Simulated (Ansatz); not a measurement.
The parent structure is ZrSi$_{2}$ (space group Cmcm, No. 63; a = 3.704 Å, b = 14.792 Å, c = 3.679 Å).

(Cell as relaxed with PBE.)

Levels (all Ansatz, an electronic-structure program, PAW): PBE (420 eV, without spin-orbit coupling); r2SCAN (500 eV, no spin-orbit coupling).

Each level relaxes its own structure.

```json
[
 {"base": "volume per atom", "PBE": "16.80 Å³", "r2SCAN": "16.75 Å³"},
 {"base": "band gap", "PBE": "zero", "r2SCAN": "zero"}
]
```

Perturbation: Ti takes the place of Zr on all its sites, then cell and atoms are relaxed.

| quantity | PBE | r2SCAN |
|---|---|---|
| shortest interatomic distance | 2.404 Å | [?] |
| band gap | zero | [?] |

Q: What does r2SCAN give?

A: 
- shortest interatomic distance, r2SCAN: 2.380 Å
- band gap, r2SCAN: zero

PBE's shortest interatomic distance lies 0.024 Å above r2SCAN's (1.0 %); the two agree on the band gap. Neither level is exact; r2SCAN is the comparison here, not a measurement.

Whether these cells are dynamically stable was not tested. All final runs are without spin polarisation.
